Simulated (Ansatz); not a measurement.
The starting structures come from a database of crystals and need not be the phases stable at ambient conditions.

```xyz
2
Lattice="5.0133 0.0000 0.0000 -2.5066 4.3416 0.0000 2.5066 1.4472 4.0933" Properties=species:S:1:pos:R:3 pbc="T T T"
Ba     0.0000     0.0000     0.0000
Te     0.0000     2.8944     2.0467
```

Space group of this cell: Fm-3m, rock salt. The cell is taken as given.

Transport runs along the normal of the first two printed cell vectors, the (111) plane of the conventional cell.

No gap correction and no spin-orbit coupling; mid-gap values are interpolated between computed energies.

### Question
Give the band gap and the smallest decay constant κ at mid-gap that Ansatz (a first-principles code) with r2SCAN yields.

### Answer
Gap 2.02 eV on a 8×8×8 mesh; κ = 0.209 1/Å, at the zone centre.
